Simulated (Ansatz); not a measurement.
The parent structure is K2S in the anti-fluorite structure (space group Fm-3m, No. 225).

```
CELL_PARAMETERS angstrom
      0.00000     3.66799     3.66799
      3.66799     0.00000     3.66799
      3.66799     3.66799     0.00000
ATOMIC_POSITIONS crystal
  K  0.25000 0.25000 0.25000
  K  0.75000 0.75000 0.75000
  S  0.00000 0.00000 0.00000
```

Cartesian axes are those of the cell as printed.

Calculations: DFT with PBEsol, PAW potentials and a 420 eV plane-wave cutoff in Ansatz (a first-principles code), scalar-relativistic without spin-orbit coupling.

Strains are applied to the cell and any free atomic positions relax; under biaxial strain the out-of-plane vector relaxes too.

One change was made to it. Results:

The energy increases by 0.5 meV/atom; the pressure (mean of the normal stresses, compression positive) grows by 0.19 GPa to 0.20 GPa.

Question: Name the change that was made.
A) biaxial strain +0.42 %, plane normal [111], relaxed out of plane
B) biaxial strain +1.25 %, plane normal [111], relaxed out of plane
C) biaxial strain −0.83 %, plane normal [111], relaxed out of plane
D) biaxial strain −2.50 %, plane normal [111], relaxed out of plane

Answer: C, biaxial strain −0.83 %, plane normal [111], relaxed out of plane. For comparison, the pressure in the other runs: biaxial strain +1.25 %, plane normal [111], relaxed out of plane gives -0.27 GPa; biaxial strain +0.42 %, plane normal [111], relaxed out of plane gives -0.09 GPa; biaxial strain −2.50 %, plane normal [111], relaxed out of plane gives 0.60 GPa.

Whether these cells are dynamically stable was not tested.
